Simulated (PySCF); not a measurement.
PySCF 2.14.0, unrestricted B3LYP/def2-svpd, df: Sr(F) ([F][Sr]), charge 0, multiplicity 2, 2 atoms. The geometry is a generated start, not checked to be a minimum at this level.

```json
{
  "task": "energy",
  "method": "b3lyp",
  "basis": "def2-svpd",
  "two_electron_scheme": "density fitting",
  "mol.max_memory": "3000 MB",
  "mf.max_cycle": "100",
  "mf.conv_tol": "1e-09 (default)",
  "mf.grids.level": "3 (default)",
  "effective_core_potentials": "those of the basis set, past Kr",
  "basis_functions": "49",
  "grid_points": "36176"
}
```

```xyz
2

Sr    -0.4938    -0.4477    -0.7065
F      0.4938     0.4477     0.7065
```

Charge 0 and multiplicity 2 are set for this test and not shown to be the ground state.

With the defaults (mf.DIIS = CDIIS, mf.diis = true, mf.diis_space = 8, mf.level_shift = 0, mf.init_guess = minao, newton = off, mf.damp = 0, mf.diis_start_cycle = 1) it converges in 13 Fock builds. One run each on 2 threads, 1 BLAS thread, with these changes:
- mf.level_shift = 0.3 Hartree
- mf.diis = false
- mf.DIIS = EDIIS
- mf.diis = false, mf.damp = 0.7, mf.diis_start_cycle = 999
- newton = Hessian by the SCF's own integrals
- mf.init_guess = 1e
- mf.DIIS = ADIIS
- mf.diis_space = 5
- mf.diis_space = 20

Question: Which runs fail or end elsewhere than the default run?

Answer: No convergence: mf.DIIS = EDIIS; mf.diis = false (the run ends without SCF convergence in 100 cycles). The rest reach the solution of the defaults.

```json
[
 {"setting": "the defaults", "Fock builds": "13", "end": "same solution"},
 {"setting": "mf.diis_space = 20", "Fock builds": "13", "end": "same solution"},
 {"setting": "mf.diis_space = 5", "Fock builds": "14", "end": "same solution"},
 {"setting": "mf.init_guess = 1e", "Fock builds": "19", "end": "same solution"},
 {"setting": "mf.DIIS = ADIIS", "Fock builds": "21", "end": "same solution"},
 {"setting": "mf.diis = false, mf.damp = 0.7, mf.diis_start_cycle = 999", "Fock builds": "30", "end": "same solution"},
 {"setting": "mf.level_shift = 0.3 Hartree", "Fock builds": "32", "end": "same solution"},
 {"setting": "newton = Hessian by the SCF's own integrals", "Fock builds": "54", "end": "same solution"},
 {"setting": "mf.DIIS = EDIIS", "Fock builds": "101", "end": "no convergence"},
 {"setting": "mf.diis = false", "Fock builds": "101", "end": "no convergence"}
]
```

Under newton the count holds the products with the orbital Hessian.
